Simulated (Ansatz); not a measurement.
## Effect of strain tensor (xx, yy, zz, yz, xz, xy) = (+2.13, +1.69, +0.09, +0.33, +0.85, +0.27) % on MoSi2

Base system: MoSi₂ (space group I4/mmm, No. 139; a = 3.2017 Å, c = 7.8186 Å). Axes: x, y, z lie along a, b, c of the conventional cell.

Modification: the symmetric strain tensor [0.0213 0.0027 0.0084; 0.0027 0.0169 0.0033; 0.0084 0.0033 0.0009]; the atoms relax in the strained cell.

Computed with r2SCAN in Ansatz (plane waves to 500 eV, PAW, no spin-orbit coupling). k-mesh 14×14×14 (Γ-centred); smearing 0.05 eV (Fermi–Dirac).

The volume per atom grows by 0.526 Å³ to 13.88 Å³ and the space group becomes P-1 (No. 2) (base: I4/mmm (No. 139)). The shortest interatomic distance drops by 0.005 Å, from 2.575 Å to 2.570 Å and the energy grows by 19 meV/atom. The band gap remains zero and the stress (xx, yy, zz, yz, xz, xy; compression positive) is (-9.8, -8.6, -3.5, -1.2, -3.2, -0.9) GPa (rough).

Final structure:

```yaml
crystal:
  lattice:
    - [-1.59760, 1.63630, 3.90448]
    - [1.66367, -1.61089, 3.92113]
    - [1.60625, 1.61953, -3.89408]
  atoms:
    - { symbol: Mo, position: [0.00000, 0.00000, 0.00000] }
    - { symbol: Si, position: [0.33601, 0.33648, 0.00089] }
    - { symbol: Si, position: [0.66399, 0.66352, 0.99911] }
```

A case with no gap was solved on a k-mesh chosen for an insulator, which is coarse for it. Without a gap, meshes like the base's 14×14×14 leave anisotropic stresses uncertain by several tenths of a GPa, and small strain energies with them. Whether these cells are dynamically stable was not tested. The final runs are not spin-polarised.

Ansatz is a first-principles code.
